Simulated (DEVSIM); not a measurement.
Structure: Mo/SiO2/p-GaAs capacitor, at 300 K.

```csv
layer (left to right),material,thickness (nm),Na (cm⁻³)
1,SiO2,18.0,-
2,GaAs,4700,1.9e16
```

Metal gate on the left, work function 4.6 eV. Fixed charge at the semiconductor interface 2.7e11 cm⁻² (in units of +e); interface traps 3e11 cm⁻² eV⁻¹, uniform in energy, neutral level at 0.5 of the gap above the valence band.

Constants are typed, rounded textbook-type inputs, not results; the design itself was drawn at random and stands for no fabricated device. Values at 300 K.

```
parameter      SiO2    GaAs
-------------  ----  ------
gap (eV)          9   1.424
affinity (eV)   0.9    4.07
permittivity    3.9    12.9
Nc (cm⁻³)         -  4.7e17
Nv (cm⁻³)         -    9e18
```

Model (solved in DEVSIM): 1D Poisson equation in equilibrium, Boltzmann statistics, complete ionisation; no quantum confinement or tunnelling. Metal contacts follow the ideal Schottky-Mott rule: no Fermi-level pinning, no interface dipoles.

Problem. Tabulate band edges, carrier densities and field at 0.0 V on the gate.

Solution. Energies count from the Fermi level of the right contact; mesh points crowd at the junctions.

```
x (μm)    Ec (eV)  Ev (eV)  n (cm⁻³)  p (cm⁻³)  field (V/cm)
--------  -------  -------  --------  --------  ------------
0.000       3.700   -5.300     < 1e2     < 1e2         68000
0.001540    3.711   -5.290     < 1e2     < 1e2         68000
0.004671    3.732   -5.268     < 1e2     < 1e2         68000
0.01093     3.774   -5.226     < 1e2     < 1e2         68000
0.01625     3.811   -5.189     < 1e2     < 1e2         68000
0.01790     3.822   -5.178     < 1e2     < 1e2         68000
0.01929     0.660   -0.764   3900000   1300000         56000
0.02485     0.690   -0.734   1200000   4200000         54000
0.03552     0.746   -0.678    140000     3.7e7         51000
0.06192     0.872   -0.552      1000     4.8e9         44000
0.1256      1.100   -0.324     < 1e2    3.2e13         27000
0.3612      1.264   -0.160     < 1e2    1.9e16            78
0.8201      1.265   -0.159     < 1e2    1.9e16           ≈ 0
1.955       1.265   -0.159     < 1e2    1.9e16           ≈ 0
3.809       1.265   -0.159     < 1e2    1.9e16           ≈ 0
4.342       1.265   -0.159     < 1e2    1.9e16           ≈ 0
4.563       1.265   -0.159     < 1e2    1.9e16           ≈ 0
4.652       1.265   -0.159     < 1e2    1.9e16           ≈ 0
4.698       1.265   -0.159     < 1e2    1.9e16           ≈ 0
4.710       1.265   -0.159     < 1e2    1.9e16           ≈ 0
4.715       1.265   -0.159     < 1e2    1.9e16           ≈ 0
4.718       1.265   -0.159     < 1e2    1.9e16           ≈ 0
```
